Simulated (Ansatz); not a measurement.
# What biaxial strain +1.80 %, plane normal [001], relaxed out of plane does to ZnO

The parent structure is ZnO in the wurtzite structure (space group P6_3mc, No. 186; a = 3.187 Å, c = 5.153 Å). Axes: x lies along a and z along c of the hexagonal cell.

Modification: biaxial strain +1.80 %, plane normal [001], relaxed out of plane (Cartesian); in-plane vectors clamped, the third vector and the atoms free.

Calculations: LDA, PAW, 420 eV (Ansatz, a program for electronic structure; no SOC). Settings: 12×12×7 k-points, 0.05 eV Fermi–Dirac smearing.

```json
[
 {"quantity": "volume per atom", "base": "11.33 Å³", "changed": "11.52 Å³", "shift": "+0.19 Å³"},
 {"quantity": "space group", "base": "P6_3mc (No. 186)", "changed": "P6_3mc (No. 186)", "shift": "–"},
 {"quantity": "shortest interatomic distance", "base": "1.944 Å", "changed": "1.956 Å", "shift": "+0.0125 Å"},
 {"quantity": "pressure (mean of the normal stresses, compression positive)", "base": "0.0 kbar", "changed": "-26.9 kbar", "shift": "-26.85 kbar"},
 {"quantity": "band gap", "base": "0.80 eV", "changed": "0.82 eV", "shift": "+0.02 eV"},
 {"quantity": "gap character", "base": "direct at Γ", "changed": "direct at Γ", "shift": "–"},
 {"quantity": "width of the top valence band", "base": "1.93 eV", "changed": "1.92 eV", "shift": "-0.01 eV"},
 {"quantity": "electron mass", "base": "0.15 mₑ (at Γ)", "changed": "0.16 mₑ out of plane, 0.14 mₑ in plane (at Γ)", "shift": "–"},
 {"quantity": "valence-band top at Γ (three highest levels, from the VBM)", "base": "0.00, 0.00, -0.11 eV", "changed": "0.00, 0.00, -0.10 eV", "shift": "–"},
 {"quantity": "out-of-plane strain", "base": "–", "changed": "-1.92 %", "shift": "–"},
 {"quantity": "ratio −ε⊥/ε∥", "base": "–", "changed": "1.07", "shift": "–"}
]
```

Effective masses come from finite differences of ±0.01 Å⁻¹. Stability against distortions was not tested.
